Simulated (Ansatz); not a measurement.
Results of r²SCAN in Ansatz (plane waves, PAW) for CoCl2 (R-3m, No. 166).

Run with plane-wave cutoff 500 eV, 14×14×14 k mesh, Fermi–Dirac smearing 0.05 eV, spin-polarised start, scalar-relativistic PAW data made under PBE.

Cell (relaxed at this level):

```
CELL_PARAMETERS angstrom
      1.77449     1.02450     5.98495
     -1.77449     1.02450     5.98495
      0.00000    -2.04901     5.98495
ATOMIC_POSITIONS crystal
  Co 0.00000 0.00000 0.00000
  Cl 0.74016 0.74016 0.74016
  Cl 0.25984 0.25984 0.25984
```

Predict the band gap.


- band gap: 1.55 eV (on the SCF k mesh)

Note: the magnetic order was assumed, not searched for or taken from measurement; a magnet's gap depends somewhat on the PAW data; the cell has widely spaced layers and the level no dispersion term, so their spacing and the moduli can rest on weak binding.

The computed numbers hold no vibrational or temperature effects.

Ansatz is a first-principles code.
